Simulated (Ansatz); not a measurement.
Functionals compared on Br on the 1x1 (0001) surface of corundum (cut with top plane Al), one in a 1x1 cell, started at the site 'top O', in Ansatz (plane waves, PAW). The structure was relaxed with PBE; the other rows are single points on it, each with its references at the same level. Cutoff 420 eV (500 eV for r2SCAN). The points keep PBE's geometry, so the relaxation of a polaron and the settling of charge on one site are left out.

Host crystal: corundum, with a band gap (PBE, scalar-relativistic without spin-orbit coupling).

Model: 21-atom slab, 6.7 Å thick at the start under the adsorbate (thin: gaps and levels are the slab's own), 6x6x1 mesh, Fermi-Dirac 0.01 eV, dipole correction, 9 atoms held, the rest relaxed; no symmetry held; spin-polarised, ending with about 1.0 μB a cell, a value that depends on the mesh; orders that need a larger cell were not tried, no spin-orbit, no U, no dispersion correction. The slab shows no gap over 0.04 eV on its mesh. At the end it is bonded to Al. In PBE it is, or lies within 0.03 eV of, the lowest of the starts that converged. These notes are the PBE run's. r2SCAN: The program's check for a lower electronic state was not made. Adsorption energies are against ½ Br2(g). A negative adsorption energy means that the adsorbate is more stable on the surface than in its reference.

```
functional  adsorption energy (eV)  work function of the top face (eV)         rough cost of the single point
----------  ----------------------  ----------------------------------  -------------------------------------
PBE                          -0.01                                7.46                                      –
RPBE                    (withheld)                          (withheld)  about 9 core-minutes (a rough figure)
r2SCAN                        0.02                                7.79         around 20 core-minutes (rough)
```

**Question.** Some entries are withheld; supply them.

**Answer.** 
- RPBE, adsorption energy (eV): -0.01
- RPBE, work function of the top face (eV): 7.41

Ansatz is a quantum-chemistry and plane-wave program.
